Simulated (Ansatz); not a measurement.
## Re (model structure, P-6m2, No. 187, 6 atoms in the cell)

Calculation: r²SCAN (PAW; Ansatz, an electronic-structure program).

Numerical settings: plane-wave cutoff 560 eV, 24×24×4 k mesh (along the axes of the cell as run), Fermi–Dirac smearing 0.05 eV, no spin polarisation, scalar-relativistic PAW data made under PBE.

Cell (relaxed at this level):

Re is modelled in the hexagonal space group P-6m2 (No. 187), Pearson symbol hP6. Cell: a = 2.760 Å, b = 2.760 Å, c = 13.364 Å, α = 90.00°, β = 90.00°, γ = 120.00°. Re1 on 2g has 12 Re at 2.736–2.760 Å (cuboctahedral). Re2 on 2h has 12 Re at 2.736–2.760 Å (anticuboctahedral). Re3 on 1a has 12 Re at 2.741–2.760 Å (anticuboctahedral). Re4 on 1f is surrounded by 12 Re at 2.738–2.760 Å (anticuboctahedral). (Neighbours: up to the widest gap in distance over summed covalent radii, below 1.35, at either atom.)

| Quantity | Value |
|---|---|
| bulk modulus B0 | 389 GPa |

Note: the run has no spin polarisation, so it can have missed a magnetic state; the bulk modulus is −V dP/dV from two relaxed cells at ±2 % in volume; the relaxation could raise the start's symmetry but not lower it, so the cell can be a saddle point.

Spin–orbit coupling is not included.

Static lattice: no zero-point or thermal effects.

A model structure was made by putting elements into a prototype or built by hand; it is no filed structure, need not be a known phase, and can be a saddle point held by its symmetry.
